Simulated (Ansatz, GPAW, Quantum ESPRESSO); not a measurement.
## One structure in several programs: Yb (Fm-3m, 1 atom in the cell)

Self-consistent single point.

```
Yb
1.0
    0.00000     2.72463     2.72463
    2.72463     0.00000     2.72463
    2.72463     2.72463     0.00000
Yb
1
Cartesian
  0.00000   0.00000   0.00000
```

All programs got the same cell, k-point mesh and kind of occupations (in Ansatz's words: kpoints.mp_grid.grid = 10 10 10; scf.occupations.method = fermi_dirac; scf.occupations.width = 0.1 eV); potentials, basis and cutoffs are each program's usual ones.

```tsv
code	model	pressure (GPa)	cutoff
GPAW	PBE, GPAW PAW datasets PBE (gpaw-data 1.0.1)	-1.73	800 eV
Quantum ESPRESSO	PBE, SSSP 1.1.2 efficiency (PBE) pseudopotentials	-2.67	50 Ry
Ansatz	PBE, PAW files	-1.88	420 eV
```

The spread over the programs that give each value: pressure within 0.94 GPa.

The starting cell comes from a database of computed structures (which also holds hypothetical and non-ambient phases and stackings), without a prior relaxation at this level. On Ansatz's run: Spin-orbit coupling is off. Spin polarisation is off.

**Question.** Why do the programs differ, and what cannot be compared?

**Answer.** Differences of this kind can come from the potentials, where these differ, and from what each basis and cutoff leave unconverged. The zero of total energies and Fermi levels follows the potentials and each program's conventions, so they are not compared here. Ansatz's pressure is given at a fixed set of plane waves, as the other plane-wave codes print theirs; with its correction for the finite basis it is -1.82 GPa.

Left out of this page: Elk and FLEUR (not drawn, or without a comparable value).

Ansatz is an electronic-structure program.

Keys are those of Ansatz 0.2.
